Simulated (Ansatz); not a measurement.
Effect of isotropic strain +0.48 % on PtGe

The reference is PtGe (space group Pnma, No. 62; a = 5.772 Å, b = 3.713 Å, c = 6.128 Å).

The change: an isotropic linear strain of +0.48 %; the atoms relax in the strained cell.

Level of theory: r2SCAN/PAW in Ansatz (a program for electronic structure), no spin-orbit coupling, earlier PAW set. Settings: 8×13×8 k-points, 0.05 eV Fermi–Dirac smearing.

The volume per atom grows by 0.238 Å³, from 16.42 Å³ to 16.65 Å³ and the space group is still Pnma (No. 62). The energy rises by 1.6 meV/atom and the pressure (mean of the normal stresses, compression positive) goes from zero to -2.2 GPa. The band gap remains zero and the largest internal atomic displacement comes out as 0.011 Å.

Final structure:

```
CELL_PARAMETERS angstrom
      5.79933     0.00000     0.00000
      0.00000     3.73074     0.00000
      0.00000     0.00000     6.15748
ATOMIC_POSITIONS crystal
  Pt 0.99471 0.25000 0.19401
  Pt 0.49471 0.25000 0.30599
  Pt 0.00529 0.75000 0.80599
  Pt 0.50529 0.75000 0.69401
  Ge 0.18773 0.25000 0.58729
  Ge 0.68773 0.25000 0.91271
  Ge 0.81227 0.75000 0.41271
  Ge 0.31227 0.75000 0.08729
```

Cost of the whole job for the changed cell (relaxation, final SCF and bands): very roughly 11 core-minutes.

Stability against distortions was not tested. The final runs are not spin-polarised.
